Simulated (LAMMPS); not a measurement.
Simulation of Ag (fcc), 2048 atoms, at 1300 K and 0 GPa, heated as the crystal.

Model: classical MD, pair style meam, file library.meam (library.meam-Ag), run in LAMMPS.

The state found comes out as liquid and the density is 9.056 ± 0.003 g/cm³. The volume per atom is 19.779 ± 0.006 Å³/atom. The enthalpy per atom comes out as -2.3245 ± 0.0001 eV/atom, the first peak of g(r) comes out as 2.78 Å, height 2.8 and the coordination number comes out as 9.2 (counted to 3.46 Å). The most common Ag-Ag-Ag angle comes out as at the 3° bin centred on 58.5°, after smoothing over three bins (mean of all 98°), the self-diffusion coefficient of Ag (not corrected for cell size) is (3.5 ± 0.1) × 10^-5 cm²/s and the mean frequency of the vibrational (phonon) density of states is 3.4 THz. The cost comes out as very roughly 8 core-minutes.

Potential: file library.meam of the LAMMPS distribution; its header cites Baskes, Phys Rev B, 46, 2727-2742 (1992).

Caution: the potential MEAM library.meam-Ag is a first-neighbour MEAM set with a 4 Å cutoff, used here without a parameter file and away from the static properties it was fitted to.

States go by the mean squared displacement: a species diffuses where it passes 1.5 Å², still rises and gives D over 1e-6 cm²/s; a crystal has left its structure where atoms lie 0.35 Å off their sites on average or a cubic box changes its shape by 3 %, or the axial ratios of another lie 8 % off the starting cell's, which the potential's own relaxation can also do.

Errors of D are the spread over four groups of atoms in one short run; a floor of about 5 %, a picked value, is safer.

Uncertainties are statistical and leave out the potential's own error.

```tsv
frequency (THz)	vibrational (phonon) density of states (1/THz)
0.06600	0.1277
0.3300	0.1277
0.5940	0.1310
0.8580	0.1385
1.122	0.1447
1.385	0.1472
1.649	0.1514
1.913	0.1572
2.177	0.1618
2.441	0.1666
2.705	0.1698
2.969	0.1747
3.233	0.1836
3.497	0.1894
3.760	0.1900
4.024	0.1897
4.288	0.1879
4.552	0.1794
4.816	0.1622
5.080	0.1411
5.344	0.1181
5.608	0.0940
5.872	0.0718
6.135	0.0549
6.399	0.0431
6.663	0.0342
6.927	0.0276
7.191	0.0226
7.455	0.0183
7.719	0.0149
7.983	0.0126
8.247	0.0107
8.510	0.0090
8.774	0.0077
9.038	0.0067
9.302	0.0058
9.566	0.0050
9.830	0.0044
10.09	0.0038
10.36	0.0033
10.62	0.0030
10.89	0.0026
11.15	0.0023
11.41	0.0021
11.68	0.0018
11.94	0.0016
12.21	0.0015
12.47	0.0013
12.73	0.0012
13.00	0.0011
```
